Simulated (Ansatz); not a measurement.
Consider Os in the hcp (Mg type) structure (space group P6_3/mmc, No. 194; a = 2.7543 Å, c = 4.3474 Å; relaxed with 0.1 eV smearing).

Method: PBE/PAW in Ansatz (a quantum-chemistry and plane-wave program), without spin-orbit coupling.

For the base:

```
Quantity   Result
--------  -------
Pressure  0.0 GPa
Band gap     zero
```

It is then changed as follows: an isotropic linear strain of +2.00 %; the atoms relax in the strained cell.

Task: Estimate the effect on the pressure.

Result: The pressure (mean of the normal stresses, compression positive) goes from zero to -20.4 GPa.

Task: How does this affect the energy relative to the base?

Result: The energy grows by 59 meV/atom.

Task: Predict the new band gap.

Result: The band gap remains zero.

Whether these cells are dynamically stable was not tested. All final runs are without spin polarisation.
